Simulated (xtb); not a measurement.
xtb 6.7.1, GFN1-xTB: Ti(S)(OH)(Me) ([CH3][Ti]([OH])=[S]), 8 atoms. The geometry is a generated start, not checked to be a minimum at this level.

| Property | Result |
|---|---|
| method | GFN1-xTB |
| --acc | 1 (default) |
| --etemp (K) | 300 (default) |
| detailed input (--input) | none: ANC optimiser, Lindh (1995) Hessian, microcycle=20, maxdispl=1.0, hlow=0.01 (default) |
| basis functions | 36 |
| valence electrons | 24 |

```xyz
8

Ti     0.3051    -0.9468    -0.1969
S      2.3928    -0.4078    -0.2727
O     -0.0741    -1.3636     1.4377
H      0.4449    -1.5610     2.2276
C     -0.6459     0.8077    -0.7310
H     -1.6377     0.9015    -0.2690
H     -0.7604     0.9228    -1.8206
H     -0.0248     1.6472    -0.3751
```

Charge 0 and multiplicity 1 are set for this test and not shown to be the ground state.

The structure is relaxed from this start with --opt LEVEL for the levels crude, sloppy, loose, lax, normal, tight, vtight, extreme, once each. Up to the end of the extreme run atoms move by at most 0.45 Å along an axis.

Task: Which level is enough to come within 5 meV of the tightest end point?

Result: sloppy: 12 cycles against 34, ending 1.9 meV above.

```json
[
 {"level": "crude", "cycles": "4", "energy above the extreme run (meV)": "56", "gradient norm (eV/Å)": "0.50"},
 {"level": "sloppy", "cycles": "12", "energy above the extreme run (meV)": "1.9", "gradient norm (eV/Å)": "0.24"},
 {"level": "loose", "cycles": "13", "energy above the extreme run (meV)": "1.1", "gradient norm (eV/Å)": "0.18"},
 {"level": "lax", "cycles": "16", "energy above the extreme run (meV)": "0.12", "gradient norm (eV/Å)": "0.033"},
 {"level": "normal", "cycles": "16", "energy above the extreme run (meV)": "0.12", "gradient norm (eV/Å)": "0.033"},
 {"level": "tight", "cycles": "17", "energy above the extreme run (meV)": "0.11", "gradient norm (eV/Å)": "0.020"},
 {"level": "vtight", "cycles": "29", "energy above the extreme run (meV)": "under 0.01", "gradient norm (eV/Å)": "0.0033"},
 {"level": "extreme", "cycles": "34", "energy above the extreme run (meV)": "—", "gradient norm (eV/Å)": "0.00076"}
]
```
